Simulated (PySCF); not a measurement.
PySCF 2.14.0, HF/cc-pvtz, df: THF (C1CCOC1), 13 atoms. The geometry is a generated start, not checked to be a minimum at this level.

- task = energy
- method = hf
- basis = cc-pvtz
- two-electron scheme = density fitting
- mf.init_guess = minao (default)
- mf.DIIS = CDIIS (default)
- mf.diis_space = 8 (default)
- mf.conv_tol = 1e-09 (default)
- basis functions = 262

On 4 threads, 1 BLAS thread. Build: conda-forge: OpenMP (GNU), OpenBLAS with its own threads, libcint, Libxc. One run each, on a shared machine, so no times are given.

Values of mol.max_memory tried: 8000 MB, 4000 MB, 2000 MB, 1000 MB, 500 MB, 300 MB, 200 MB.

### Question
What happens as the memory setting falls?

### Answer
It runs down to 200 MB, the lowest tried, with the same result. At 8000 MB: fitted integrals in memory. From 300 MB down: fitted integrals in a file.

```json
[
 {"mol.max_memory": "8000 MB", "path": "fitted integrals in memory", "peak memory": "0.44 GiB"},
 {"mol.max_memory": "4000 MB", "path": "fitted integrals in memory", "peak memory": "0.44 GiB"},
 {"mol.max_memory": "2000 MB", "path": "fitted integrals in memory", "peak memory": "0.44 GiB"},
 {"mol.max_memory": "1000 MB", "path": "fitted integrals in memory", "peak memory": "0.44 GiB"},
 {"mol.max_memory": "500 MB", "path": "fitted integrals in memory", "peak memory": "0.34 GiB"},
 {"mol.max_memory": "300 MB", "path": "fitted integrals in a file", "peak memory": "0.20 GiB"},
 {"mol.max_memory": "200 MB", "path": "fitted integrals in a file", "peak memory": "0.16 GiB"}
]
```

Peak memory is the kernel's count for the largest process, libraries included and scratch files not.
